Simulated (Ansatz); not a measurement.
Start from ZnS in the zinc blende structure (space group F-43m, No. 216; a = 5.357 Å). Axes: x, y, z lie along the cube axes.

Computed with PBEsol (Ansatz, a quantum-chemistry and plane-wave program; PAW; 420 eV plane waves; spin-orbit coupling left out).

Base values:

```
Quantity                             Value
---------------------  -------------------
Valence-band top at Γ  0.00, 0.00, 0.00 eV
Band gap                           2.09 eV
```

The change: the cell is stretched by 1.00 % along z with no lateral relaxation, atoms relaxed at fixed cell.

What happens to the stress?

The stress (xx, yy, zz, yz, xz, xy; compression positive) amounts to (-0.63, -0.63, -1.07, 0.00, 0.00, 0.00) GPa.

What does the calculation give for the valence-band top at Γ after the change?

The valence-band top at Γ (three highest levels, from the VBM) goes from 0.00, 0.00, 0.00 eV to 0.00, 0.00, -0.04 eV.

What does the calculation give for the band gap after the change?

The band gap shrinks by 0.06 eV, from 2.09 eV to 2.03 eV.

The cells carry an imposed strain or load. Whether these cells are dynamically stable was not tested.
